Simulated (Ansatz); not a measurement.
An Ansatz (a quantum-chemistry and plane-wave program) input (HSE06/PAW in Ansatz, scalar-relativistic without spin-orbit coupling):

Ansatz 0.2 input:
```yaml
crystal:
  lattice:
    - [2.6952141646, 0, 0]
    - [1.3476070823, 2.3341239351, 0]
    - [0, 0, 4.4944540132]
  atoms:
    - { symbol: Si, position: [0, 0, 0] }
    - { symbol: O, position: [0.6666666667, 0.6666666667, 0.2012315815] }
    - { symbol: O, position: [0.3333333333, 0.3333333333, 0.7987684185] }
basis: { ecutwfc: 420, ecutrho_ratio: 4, xc_grid: 2, fft_grid_basis: typed }
kpoints: { mp_grid: { grid: [10, 10, 6] } }
hamiltonian:
  xc: hse06
  dispersion: none
  pseudopotentials: { kind: paw }
scf: { occupations: { method: fermi_dirac, width: 0.01 } }
output: { eigenvalues: true, eigenstates: { kpoints: [[0.111111, 0.222222, 0], [0, 0, 0], [0, 0, 0.5], [0.5, 0.5, 0]] } }
```

Problem. Which symmetry and how many k-points will the program report, and about how many plane waves at Γ?

Solution. Space group P-3m1 (ITA 164) with 12 operations, k-points 72 of 600, and 549 plane waves at Γ.

Single points use the geometry relaxed with PBEsol-D3(BJ). HSE06 was sampled on its mesh, a few special points and the semilocal edge points, so its gap is an upper bound. The cells carry an imposed strain or load. No phonon test of stability was made. The cell was made from SiO2 in the CdI2 type structure (space group P-3m1, No. 164; a hypothetical phase, not in the database extracts checked; layered, stacked along the Cartesian z axis) by this change: biaxial strain +0.94 %, plane normal [001], relaxed out of plane.
